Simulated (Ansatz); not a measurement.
A periodic model of amorphous In16Zn8O32:

```xyz
56
Lattice="9.2437 0.0000 0.0000 0.0000 9.2437 0.0000 0.0000 0.0000 9.2437" Properties=species:S:1:pos:R:3 pbc="T T T"
In     6.1022     1.2668     5.2829
In     2.1304     8.9146     6.8958
In     2.2369     1.0633     0.7507
In     9.1589     0.7178     4.6435
In     6.0697     2.7746     2.4924
In     9.0742     6.9204     7.6902
In     6.0636     6.0333     0.7833
In     8.8351     4.3046     0.3174
In     1.5525     3.1836     7.0147
In     7.5323     6.8902     4.1897
In     8.2001     1.3038     8.1026
In     5.2099     0.0490     9.1578
In     5.2818     2.9280     8.0211
In     1.2538     4.8765     3.5192
In     7.8567     4.1855     6.1367
In     2.3889     6.9807     1.1721
Zn     2.8926     1.9339     3.9471
Zn     8.4794     8.3947     1.4388
Zn     4.3399     6.1160     3.7050
Zn     5.7191     7.2648     6.5031
Zn     3.3838     3.8744     1.5334
Zn     4.9464     8.7071     3.1143
Zn     4.1418     4.1539     5.3333
Zn     3.6048     5.8805     7.7254
O      7.3327     3.4350     8.2045
O      4.8094     2.3095     0.7481
O      4.5429     4.1651     3.2453
O      3.9568     5.4894     0.5586
O      2.1503     2.4863     2.2446
O      9.1798     8.9009     6.8958
O      7.5173     1.8025     3.7872
O      8.5709     5.0202     4.2449
O      1.9895     0.5399     5.0144
O      3.5021     3.8811     7.4196
O      6.0362     8.4194     4.9431
O      8.9689     2.2764     6.1603
O      4.2968     6.1087     5.7524
O      7.2526     0.4151     0.5902
O      8.8278     8.2897     3.3984
O      5.8585     3.3326     5.8771
O      0.7338     2.3044     8.8709
O      0.3056     4.8404     7.4891
O      3.8234     8.7197     1.4697
O      7.1171     4.3424     1.5934
O      3.3050     0.8514     8.1246
O      2.0506     7.0740     7.8604
O      2.2038     3.5928     4.9571
O      7.4788     6.3477     6.3119
O      4.7349     1.3371     3.6699
O      1.2452     5.0351     1.3978
O      6.1126     0.9766     7.3830
O      8.1186     6.5984     0.3005
O      5.9117     6.9503     2.7205
O      5.3058     7.3006     8.3859
O      2.5134     6.5642     3.2766
O      1.0587     8.5764     0.7575
```

All values below come from PBE, scalar-relativistic without spin-orbit coupling (plane waves to 420 eV, PAW; Ansatz, a quantum-chemistry and plane-wave program).

Preparation: random packing, a CHGNet melt and quench, and a DFT relaxation. O atoms were pushed apart under 1.9 Å during the dynamics, to hinder bonds among them. It is the lowest in DFT energy of 2 quenches. It is a model cell: composition and starting density were chosen by hand, and all elements were melted together. No dispersion term was used. Its density started from a set value of 5.82 and ended at 6.04 g/cm³. Cooling (nominally 170 K/ps over its main leg) ran many orders faster than in experiment, which tends to leave more defects and strain. One small periodic cell is one sample of the glass; other quenches scatter about these values. The volume was free in the relaxation, at fixed shape. Stress components on the final sampling reach 1.0 GPa.

Neighbours within In-In 3.12 Å, In-Zn 2.90 Å, In-O 2.66 Å, Zn-Zn 2.68 Å, Zn-O 2.58 Å, O-O 1.58 Å count as bonded. Two cations that share two anions don't count as bonded, nor two that share one unless they lie closer than In-In 3.04 Å, In-Zn 2.82 Å, Zn-Zn 2.61 Å.

Give the coordination numbers, mean bond lengths and angles.


```yaml
Mean coordination of In by anions: 5.19 (2 with 4, 9 with 5, 5 with 6)
Mean coordination of Zn by anions: 4.38 (5 with 4, 3 with 5)
Mean coordination of O: 3.69 (10 with 3, 22 with 4)
Mean In-O bond: 2.193 Å (spread 0.095 Å, 83 counted)
Mean Zn-O bond: 2.048 Å (spread 0.114 Å, 35 counted)
Bond angle at In: mean 105.6°, spread 28.6°
Bond angle at Zn: mean 108.4°, spread 22.6°
Bond angle at O: mean 109.8°, spread 16.8°
```

List the pairs of like atoms that count as bonded by the rules above.

There are none by these rules.
